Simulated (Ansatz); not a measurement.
# SrAlO2F (model structure, started from the SrVO2H type, P4/mmm, No. 123, 5 atoms in the cell): smallest direct gap on the k points sampled by level of theory

No measured value is used here.

### Question
Put these levels in order of the smallest direct gap on the k points sampled that they give for SrAlO2F (model structure, started from the SrVO2H type, P4/mmm, No. 123, 5 atoms in the cell), smallest first: G0W0@PBEsol (Ansatz, a quantum-chemistry and plane-wave program), HSE06 (Ansatz), LDA (Ansatz), PBE0 (Ansatz).

### Answer
LDA (4.35 eV), HSE06 (6.29 eV), PBE0 (7.04 eV), G0W0@PBEsol (7.33 eV)

At these levels the smallest gap is indirect and lower: PBE0 6.14, HSE06 5.39, G0W0@PBEsol 6.38, LDA 3.47 eV. Computed values are for a static lattice. Spin–orbit coupling is included only where a level's name says +SOC; with heavier elements it mostly lowers gaps and can invert bands.  Values are at the PBEsol cell. Cutoffs and k meshes differ between the levels. Ansatz's density-functional and Hartree–Fock values are scalar-relativistic unless marked +SOC, with PAW data made under PBE.

A model structure was made by putting elements into a prototype or built by hand; it is no filed structure, need not be a known phase, and can be a saddle point held by its symmetry.
